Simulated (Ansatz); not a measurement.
The parent structure is AlN in the wurtzite structure (space group P6_3mc, No. 186; a = 3.1067 Å, c = 4.9785 Å).

It is then changed as follows: Ga takes the place of Al on all its sites; the structure is relaxed again.

Levels (all Ansatz, a quantum-chemistry and plane-wave program, PAW): r2SCAN (500 eV, without spin-orbit coupling); HSE06 (420 eV, spin-orbit coupling left out).

The geometry is relaxed with r2SCAN.

| Property | Result |
|---|---|
| r2SCAN lowest conduction level above the VBM at special points | Γ 2.35 eV; A 4.78 eV; L 4.90 eV |

Q: Predict the lowest conduction level above the VBM at special points from HSE06.

A: The lowest conduction level above the VBM at special points goes from Γ 2.35 eV; A 4.78 eV; L 4.90 eV to Γ 3.20 eV; A 5.68 eV; L 5.69 eV.

Single points use the geometry relaxed with r2SCAN. The levels and masses belong to the bands next to the band gap. Whether these cells are dynamically stable was not tested.
